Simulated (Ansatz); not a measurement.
## A computed series for Tb: element substitutions

The parent structure is Tb in the hcp (Mg type) structure (space group P6_3/mmc, No. 194; a = 3.471 Å, c = 5.571 Å; ferromagnetic).

Each row replaces one element on all its sites; cell and atoms are relaxed.

Level of theory: PBEsol, PAW, 420 eV (Ansatz, a program for electronic structure; without spin-orbit coupling), earlier PAW set.

Candidates:
(a) Tb → Hf
(b) Tb → La
(c) Tb → Mg

For the base:

The volume per atom is 29.06 Å³.

**Question.** Order them by volume per atom, lowest first.

**Answer.** (a) Tb → Hf (21.60 Å³), (c) Tb → Mg (22.52 Å³), (b) Tb → La (34.46 Å³)

Other magnetic orders, which the real material may have, were not ruled out. The 4f electrons are in the valence with no U and their state was not checked, so volumes and moments can be off. Stability against distortions was not tested. Spin-polarised in the final run: base; the other runs are not.
